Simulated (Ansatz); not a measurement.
## A computed series for TiC: response to strain

Base system: TiC in the rock salt structure (space group Fm-3m, No. 225; a = 4.293 Å; relaxed with 0.1 eV smearing). Axes: x, y, z lie along the cube axes.

Strains are applied to the cell and any free atomic positions relax; under biaxial strain the out-of-plane vector relaxes too; under stress the whole cell relaxes.

Levels (all Ansatz, a first-principles code, PAW): PBEsol (420 eV, without spin-orbit coupling); r2SCAN (500 eV, scalar-relativistic without spin-orbit coupling).

Pressures by level, all at the geometries relaxed with PBEsol:

| case | PBEsol | r2SCAN |
|---|---|---|
| base | 0.0 GPa | 6.6 GPa |
| biaxial strain +2.90 %, plane normal [111], relaxed out of plane | -9.7 GPa | -3.9 GPa |
| uniaxial strain ε_zz = −0.52 % | 1.4 GPa | 8.1 GPa |
| uniaxial strain ε_zz = +3.59 % | -8.2 GPa | -2.3 GPa |
| uniaxial stress, 2 GPa tension along x | -0.7 GPa | 5.9 GPa |

Single points use the geometry relaxed with PBEsol. Their cutoffs differ, which shifts pressures a little. Beyond what the load breaks, stability against distortions was not tested. The base started in Pnma and relaxed to Fm-3m at this level. The final runs are not spin-polarised.
